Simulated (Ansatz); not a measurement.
A calculation on PbZrO3 (Amm2, No. 38, 5 atoms in the cell; start mp-20337; a measured phase of this formula has another space group) returned cohesive energy 6.59 eV/atom, band gap 2.60 eV.

Question: Which level of theory produced these numbers?
A. r²SCAN+rVV10 (Ansatz, a quantum-chemistry and plane-wave program)
B. LDA (Ansatz)
C. r²SCAN (Ansatz)
D. PBEsol (Ansatz)

Answer: D, PBEsol (Ansatz)

The others give: LDA 7.28 eV/atom, 2.59 eV; r²SCAN 6.11 eV/atom, 3.12 eV; r²SCAN+rVV10 6.28 eV/atom, 3.07 eV.

Unless a cell is named, each level is at its own relaxed cell (LDA 14.10, PBEsol 14.46, r²SCAN 14.68, r²SCAN+rVV10 14.52 Å³/atom).

Levels without +SOC have no spin–orbit coupling; where heavier elements are present it shifts gaps, mostly down, and can invert bands. Density-functional gaps are differences of (generalised) Kohn–Sham levels.

Caveats: the relaxation could not lower the start's symmetry, so the cell can be a saddle point above a distorted one (LDA, r²SCAN, r²SCAN+rVV10, PBEsol). Ansatz's density-functional and Hartree–Fock values are scalar-relativistic unless marked +SOC, with PAW data made under PBE.

A start named mp-… is a Materials Project structure, which need not be a measured phase.
